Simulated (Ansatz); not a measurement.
Step by step: formation energy of the neutral Te_Si in Si (diamond, Fd-3m)

We look at the formation energy of the neutral Te_Si in Si (diamond, Fd-3m). Reaction: Te (P3₁21) + 127 Si (diamond) → cell A.

A: a supercell of 128 sites of Si (diamond, Fd-3m) with Te on a Si site (4 Si at 2.67 Å); spin state with PBE: run without spin.

Method: Ansatz (a quantum-chemistry and plane-wave program), PAW, neutral cells at 0 K with nuclei at rest, on structures from PBE+D3(BJ). Ansatz runs with its default PAW set. Other levels take these structures. The lattices are those relaxed with PBE+D3(BJ), so at other levels the solids can be strained. Larger cells are relaxed from a start prepared with the learned potential CHGNet, on a coarser mesh till forces fall under 0.03 eV/Å, which some starts already meet. A dispersion term (D3(BJ), or D4 for r2SCAN) was computed beside these levels and is taken off wherever the name lacks it. Space groups of crystals are read within 0.01 Å. The runs are scalar-relativistic, without spin-orbit coupling. Mesh and cell size may move defect energies by 0.1 eV or more.

Total energies of the cells in eV, at zero smearing width. They compare only within one column; the weights balance every element.

```
cell          atoms    weight           PBE
------------  -----  --------  ------------
A: Si:Te_Si     128        +1  -87725.07659
Te (P3₁21)        3      −1/3  -20939.81603
Si (diamond)    128  −127/128  -81382.91785
```

PBE: (-87725.07659) − 1/3 × (-20939.81603) − 127/128 × (-81382.91785) = 1.976 eV.

What follows from the PBE value: With the reservoirs of the reaction as written, and without entropy terms or charged states, the share of sites that hold the defect in equilibrium is exp(−1.98 eV/k_BT) = 1.1×10^-10 at 1000 K.
